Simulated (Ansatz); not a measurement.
GaP, pressure series

The parent structure is GaP in the zinc blende structure (space group F-43m, No. 216; a = 5.506 Å).

Cell and atoms are relaxed at each pressure.

All numbers come from Kohn–Sham DFT with the PBE functional, run in Ansatz (a program for electronic structure) with PAW and 420 eV plane waves, scalar-relativistic without spin-orbit coupling.

Computed cases, in order: pressure −2 GPa; pressure −1 GPa; 0 GPa (base); pressure 0.9 GPa; pressure 2.1 GPa; pressure 4.5 GPa; pressure 9 GPa; pressure 15 GPa; pressure 22.5 GPa; pressure 30 GPa.

### Question
Between which two neighbouring cases does the gap turn between direct and indirect?

### Answer
Between 0 GPa (base) (1.58 eV, direct at Γ) and pressure 0.9 GPa (1.62 eV, indirect, Γ → L). The whole series: pressure −2 GPa: 1.36 eV, direct at Γ; pressure −1 GPa: 1.47 eV, direct at Γ; 0 GPa (base): 1.58 eV, direct at Γ; pressure 0.9 GPa: 1.62 eV, indirect, Γ → L; pressure 2.1 GPa: 1.60 eV, indirect, Γ → Γ–X (87 % along); pressure 4.5 GPa: 1.55 eV, indirect, Γ → Γ–X (87 % along); pressure 9 GPa: 1.47 eV, indirect, Γ → Γ–X (87 % along); pressure 15 GPa: 1.37 eV, indirect, Γ → Γ–X (88 % along); pressure 22.5 GPa: 1.24 eV, indirect, Γ → Γ–X (88 % along); pressure 30 GPa: 1.13 eV, indirect, Γ → Γ–X (87 % along).

Load acts through the strain it causes; cell and atoms are relaxed under it. Whether these cells are dynamically stable was not tested. The real GaP has an indirect gap at ambient pressure; PBE orders its close-lying valleys differently. Measured, GaP leaves this structure (for a Cmcm phase) near 26 GPa (temperature not stated; as listed in Datta, Sujoy, Jana, Debnarayan, arXiv (2020)).
